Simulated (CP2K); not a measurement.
A user runs CP2K on Ti5S8 (Cm, 13 atoms in the cell) and asks whether the run is sound. The aim is a self-consistent single point with DFT PBEsol, GPW, DZVP-MOLOPT-SR-GTH basis, GTH-PBE potentials (GTH_POTENTIALS).

Cell that was meant: a = 12.1674 Å, b = 12.1674 Å, c = 5.9489 Å, α = 103.27°, β = 103.27°, γ = 16.16°.

Part of the input:

```
        NBUFFER 8
        BETA 1.5
      &END MIXING
    &END SCF
    &KPOINTS
      SCHEME MONKHORST-PACK 6 6 4
    &END KPOINTS
```

Log, with long lists cut:

```
 GLOBAL| Method name                                                        CP2K
   [... lines left out ...]
                          108               108.000                        1.000

 Number of electrons:                                                        108
 Number of occupied orbitals:                                                 54
 Number of molecular orbitals:                                                72

 Number of orbital functions:                                                234
 Number of independent orbital functions:                                    234
 SCF WAVEFUNCTION OPTIMIZATION

  Step     Update method      Time    Convergence         Total energy    Change
     1 NoMix/Diag. 0.30E+00      -     1.89928702      -373.9840555568 -3.74E+02
     2 Broy./Diag. 0.30E+00      -     0.05445449      -376.9985327720 -3.01E+00
     3 Broy./Diag. 0.30E+00      -     0.05664188      -374.2153035632  2.78E+00
     4 Broy./Diag. 0.30E+00      -     0.01692211      -372.3715213757  1.84E+00
     5 Broy./Diag. 0.30E+00      -     0.01055464      -372.7311120070 -3.60E-01
     6 Broy./Diag. 0.30E+00      -     0.00630185      -372.6047106133  1.26E-01
   [... 11 lines left out ...]
    18 Broy./Diag. 0.30E+00      -     0.00000337      -372.6460478472 -8.44E-05
    19 Broy./Diag. 0.30E+00      -     0.00000208      -372.6460920891 -4.42E-05
    20 Broy./Diag. 0.30E+00      -     0.00000104      -372.6460858656  6.22E-06
    21 Broy./Diag. 0.30E+00      -     0.00000044      -372.6460729847  1.29E-05
  *** SCF run converged in    21 steps ***

  Overlap energy of the core charge distribution:               0.00000000000024
  Self energy of the core charge distribution:               -727.93182358492470
  Core Hamiltonian energy:                                    178.16883031720587
  Hartree energy:                                             231.16828777918201
  Exchange-correlation energy:                                -54.05136749616337

  Total energy:                                              -372.64607298469991

                     Mulliken Population Analysis

 #  Atom  Element  Kind  Atomic population                           Net charge
       1     Ti       1         12.350352                             -0.350352
   [... lines left out ...]
 STRESS|                        x                   y                   z
 STRESS|      x       -4.36336636289E+04   3.70142851312E+02   4.13354326497E+03
 STRESS|      y        3.70142851312E+02  -4.61880087408E+04   5.86689307395E+02
 STRESS|      z        4.13354326497E+03   5.86689307395E+02  -4.74547211726E+04
 STRESS| 1/3 Trace                                            -4.57587978474E+04
```

**Question.** Can these results be used? Check the input.

**Answer.** The results can be used. The input holds no smearing in a metal on a k-point mesh, which can do harm: a sharp Fermi level over a finite mesh makes levels switch between full and empty from one iteration to the next. Here it did none. The run converged in 21 iterations, and against the sound input the free energy stays essentially unchanged (within 1 meV/atom), the pressure stays at -4.58 GPa and the largest force moves little (0.328 to 0.321 eV/Å).

The sound input it was made from differs as follows (other fixes are possible):
```diff
+      &SMEAR ON
+        METHOD MARZARI_VANDERBILT
+        SIGMA [eV] 0.05
+      &END SMEAR
```

With that input, the run converged in 20 iterations: free energy E − TS -10140.2147 eV; Fermi level (on the code's own zero) 7.37 eV; pressure -4.58 GPa; largest force (vector length) 0.328 eV/Å (DFT PBEsol, GPW, DZVP-MOLOPT-SR-GTH basis, GTH-PBE potentials (GTH_POTENTIALS)).

On the sound input: the starting cell comes from a database of computed structures (which also holds hypothetical and non-ambient phases and stackings), without a prior relaxation at this level. Spin polarisation is off, so a magnetic state, if there is one, cannot be reached. Values carry the incompleteness of an atom-centred basis. The potentials were made for another functional than the one used. With a pressure of about -5 GPa the cell is away from its equilibrium volume at this level.
